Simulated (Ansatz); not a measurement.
Functionals compared on the (11-20) surface of hcp Mg in its 1x1 cell, outermost plane spacing 1.60 Å in the ideal cut, in Ansatz (plane waves, PAW). The structure was relaxed with PBE; the other rows are single points on it, each with its references at the same level. Cutoff 420 eV (500 eV for r2SCAN).

Slab: 14 atoms, 9.6 Å thick at the start (thin: gaps and levels are the slab's own); k 7x7x1, smearing 0.1 eV, dipole-corrected; all atoms relaxed; held to the start's symmetry, so lower structures may exist; no spin, no spin-orbit, no U. These notes are the PBE run's.

```tsv
functional	surface energy (J/m²)	work function of the top face (eV)	rough cost of the single point
PBE	0.73	3.42	–
LDA	0.81	3.56	around 100 core-seconds (rough)
PBEsol	0.80	3.46	roughly 100 core-seconds
RPBE	0.68	3.35	around 90 core-seconds (rough)
r2SCAN	0.82	3.46	very roughly 3 core-minutes
```

Ansatz is a quantum-chemistry and plane-wave program.
